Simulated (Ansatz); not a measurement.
LiF in the rock salt structure (space group Fm-3m, No. 225)

```
CELL_PARAMETERS angstrom
      0.00000     2.00387     2.00387
      2.00387     0.00000     2.00387
      2.00387     2.00387     0.00000
ATOMIC_POSITIONS crystal
  Li 0.00000 0.00000 0.00000
  F  0.50000 0.50000 0.50000
```

Level of theory: PBEsol, PAW, 420 eV (Ansatz, an electronic-structure program; no SOC). Settings: 14×14×14 k-points, 0.05 eV Fermi–Dirac smearing.

| Quantity | Value |
|---|---|
| Volume per atom | 8.05 Å³ |
| Density | 2.68 g/cm³ |
| Band gap | 9.05 eV, direct at Γ |
| Electron mass | 0.88 mₑ |
| Lowest conduction-band minima above the VBM | Γ 9.05 eV |
| Total energy | -503.278 eV/atom (σ→0; compares only within this code and set-up) |

Effective masses come from finite differences of ±0.01 Å⁻¹. No phonon test of stability was made.
